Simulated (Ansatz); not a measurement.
This concerns the energy change on adding 4 Pt to slab B from Pt (fcc). Reaction: cell B + 4 Pt (fcc) → cell A. Negative: the products are lower in energy.

Cell A: a stack of composition Zr16Pt8C16 built on ZrC (rock salt, Fm-3m) (100), with 32 atoms on that crystal's sites, 40 atoms, square cell of 6.66 Å (44.3 Å²), symmetry P4mm, 10.3 Å thick under 17 Å of vacuum, in-plane vectors held at the crystal's, which may strain the added film; planes from bottom to top: Zr4C4 × 4 | Pt4 × 2, its two faces unlike (dipole correction applied); against B it holds 4 Pt more, on a cell with eight atoms a plane; spin state with PBE: run without spin, k-point mesh 6×6×1.
```
CELL_PARAMETERS angstrom
      6.65940     0.00000     0.00000
      0.00000     6.65940     0.00000
      0.00000     0.00000    27.07948
ATOMIC_POSITIONS crystal
  C  0.00000 0.00000 0.29915
  C  0.25000 0.25000 0.38488
  C  0.00000 0.00000 0.47243
  C  0.25000 0.25000 0.55566
  Zr 0.00000 0.00000 0.38684
  Zr 0.25000 0.25000 0.30211
  Zr 0.00000 0.00000 0.55931
  Zr 0.25000 0.25000 0.47260
  C  0.00000 0.50000 0.29915
  C  0.25000 0.75000 0.38488
  C  0.00000 0.50000 0.47243
  C  0.25000 0.75000 0.55566
  Zr 0.00000 0.50000 0.38684
  Zr 0.25000 0.75000 0.30211
  Zr 0.00000 0.50000 0.55931
  Zr 0.25000 0.75000 0.47260
  C  0.50000 0.00000 0.29915
  C  0.75000 0.25000 0.38488
  C  0.50000 0.00000 0.47243
  C  0.75000 0.25000 0.55566
  Zr 0.50000 0.00000 0.38684
  Zr 0.75000 0.25000 0.30211
  Zr 0.50000 0.00000 0.55931
  Zr 0.75000 0.25000 0.47260
  C  0.50000 0.50000 0.29915
  C  0.75000 0.75000 0.38488
  C  0.50000 0.50000 0.47243
  C  0.75000 0.75000 0.55566
  Zr 0.50000 0.50000 0.38684
  Zr 0.75000 0.75000 0.30211
  Zr 0.50000 0.50000 0.55931
  Zr 0.75000 0.75000 0.47260
  Pt 0.25000 0.25000 0.62974
  Pt 0.25000 0.75000 0.62974
  Pt 0.75000 0.25000 0.62974
  Pt 0.75000 0.75000 0.62974
  Pt 0.00000 0.00000 0.68089
  Pt 0.00000 0.50000 0.68089
  Pt 0.50000 0.00000 0.68089
  Pt 0.50000 0.50000 0.68089
```

Cell B: a stack of composition Zr16Pt4C16 built on ZrC (rock salt, Fm-3m) (100), with 32 atoms on that crystal's sites, 36 atoms, square cell of 6.66 Å (44.3 Å²), symmetry P4mm, 8.9 Å thick under 16 Å of vacuum, in-plane vectors held at the crystal's, which may strain the added film; planes from bottom to top: Zr4C4 × 4 | Pt4, its two faces unlike (dipole correction applied); spin state with PBE: run without spin, k-point mesh 6×6×1.
```xyz
36
Lattice="6.6594 0.0000 0.0000 0.0000 6.6594 0.0000 0.0000 0.0000 25.1216" Properties=species:S:1:pos:R:3 pbc="T T T"
C      0.0000     0.0000     8.0449
C      1.6648     1.6648    10.3626
C      0.0000     0.0000    12.7371
C      1.6648     1.6648    14.9579
Zr     0.0000     0.0000    10.4100
Zr     1.6648     1.6648     8.1215
Zr     0.0000     0.0000    15.0660
Zr     1.6648     1.6648    12.7308
C      0.0000     3.3297     8.0449
C      1.6648     4.9945    10.3626
C      0.0000     3.3297    12.7371
C      1.6648     4.9945    14.9579
Zr     0.0000     3.3297    10.4100
Zr     1.6648     4.9945     8.1215
Zr     0.0000     3.3297    15.0660
Zr     1.6648     4.9945    12.7308
C      3.3297     0.0000     8.0449
C      4.9945     1.6648    10.3626
C      3.3297     0.0000    12.7371
C      4.9945     1.6648    14.9579
Zr     3.3297     0.0000    10.4100
Zr     4.9945     1.6648     8.1215
Zr     3.3297     0.0000    15.0660
Zr     4.9945     1.6648    12.7308
C      3.3297     3.3297     8.0449
C      4.9945     4.9945    10.3626
C      3.3297     3.3297    12.7371
C      4.9945     4.9945    14.9579
Zr     3.3297     3.3297    10.4100
Zr     4.9945     4.9945     8.1215
Zr     3.3297     3.3297    15.0660
Zr     4.9945     4.9945    12.7308
Pt     1.6648     1.6648    16.9443
Pt     1.6648     4.9945    16.9443
Pt     4.9945     1.6648    16.9443
Pt     4.9945     4.9945    16.9443
```

Reference: Pt (fcc, Fm-3m), 1 atom in the cell, k-point mesh 26×26×26 on the run's own vectors. Conventional cell: a = 3.9722 Å, b = 3.9722 Å, c = 3.9722 Å, α = 90.00°, β = 90.00°, γ = 90.00°.

Plane-wave PAW calculations with Ansatz (an electronic-structure program), its default PAW set, cutoff 420 eV, 500 eV for r2SCAN. The structures are at rest with PBE, within the held lattices; other levels are single points on them. Neutral cells; Fermi-Dirac smearing of at most 0.10 eV in the solids, energies taken to zero width. The lattices are those relaxed with PBE or held as stated, so at other levels the solids can be strained, which adds to the spread. Larger cells are relaxed from a start prepared with the learned potential CHGNet, on a coarser mesh till forces fall under 0.03 eV/Å, which some starts already meet. A dispersion term (D3(BJ), or D4 for r2SCAN) was computed beside these levels and is taken off wherever the name lacks it. Nuclei at rest; no vibrational terms. No structure search was made; lower ones may exist. Spin-orbit coupling is left out. Values are for these cell sizes. Cell A has symmetry P4mm and got no random move, so less symmetric positions, which may lie lower, weren't tried. Cell B has symmetry P4mm and got no random move, so less symmetric positions, which may lie lower, weren't tried.

Q: Predict the value from r2SCAN.

A: 1.30 eV, for cell B + 4 Pt (fcc) → cell A.

Q: List the value at the remaining levels and say how far they part.

A: 
| Method | value (eV) | less r2SCAN |
|---|---|---|
| PBE | 0.97 | -0.33 |

The levels span 0.33 eV, from PBE (0.97) to r2SCAN (1.30).
